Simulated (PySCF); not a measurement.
PySCF 2.14.0, MP2 (frozen core)/cc-pvdz: C[Si](C)(F)[SiH2]N, 16 atoms. The geometry is a generated start, not checked to be a minimum at this level.

| Property | Result |
|---|---|
| task | mp2 |
| basis | cc-pvdz |
| two-electron scheme | exact four-centre integrals |
| frozen core | true |
| mf.init_guess | minao (default) |
| mf.DIIS | CDIIS (default) |
| mf.diis_space | 8 (default) |
| mf.conv_tol | 1e-09 (default) |
| basis functions (reference run) | 142 |

On 4 threads, 1 BLAS thread. Build: conda-forge: OpenMP (GNU), OpenBLAS with its own threads, libcint, Libxc. Single runs; times are not shown.

Values of mol.max_memory tried: 8000 MB, 4000 MB, 2000 MB, 1000 MB, 500 MB, 300 MB, 200 MB.

Task: How low can the memory setting go, and what changes on the way?

Result: It runs down to 200 MB, the lowest tried, with the same result. At 8000 MB: SCF integrals in memory, transformation in memory. From 500 MB down: direct SCF, transformation through a file.

| mol.max_memory | path | peak memory |
|---|---|---|
| 8000 MB | SCF integrals in memory, transformation in memory | 0.69 GiB |
| 4000 MB | SCF integrals in memory, transformation in memory | 0.69 GiB |
| 2000 MB | SCF integrals in memory, transformation in memory | 0.69 GiB |
| 1000 MB | SCF integrals in memory, transformation in memory | 0.69 GiB |
| 500 MB | direct SCF, transformation through a file | 0.51 GiB |
| 300 MB | direct SCF, transformation through a file | 0.51 GiB |
| 200 MB | direct SCF, transformation through a file | 0.51 GiB |

Peak memory is the kernel's count for the largest process, libraries included and scratch files not. The peak passes the setting at 500 MB, 300 MB, 200 MB: it is no hard cap. MP2's transformation through a file may take 2000 MB even at lower settings.
